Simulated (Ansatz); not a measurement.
Structures of equal composition on the (111)A surface of zinc-blende AlAs (Al plane on top): 2x2 In adatom at H3; 2x2 In adatom at T4. The slabs share one bottom face, and each structure is named by its start. These are constructed structures in small cells; real faces may alloy, dewet or reconstruct in larger ones, and not all known structures of the face are among them. Slabs of about 14 Å, Fermi-Dirac smearing of 0.025 eV. Bottom of the slabs: H caps. Relaxed from the named starts with such symmetry as they have, on meshes of like density; energies extrapolated to zero smearing; spin only where a row says so; no spin-orbit coupling, no U. Brackets mark spin-polarised runs, whose order is one that fits the cell. Where a second, spin-polarised start was run, the lower counts.

The numbers are results of PBE (plane waves to 420 eV, PAW; Ansatz, a first-principles code), not measurements.

Question: Put the candidates in order of energy per 1x1 cell, lowest first, for PBE.

Answer: 2x2 In adatom at T4 (0.000 eV, gap 0.35 eV on the mesh), 2x2 In adatom at H3 (0.031 eV, gap 0.29 eV on the mesh)
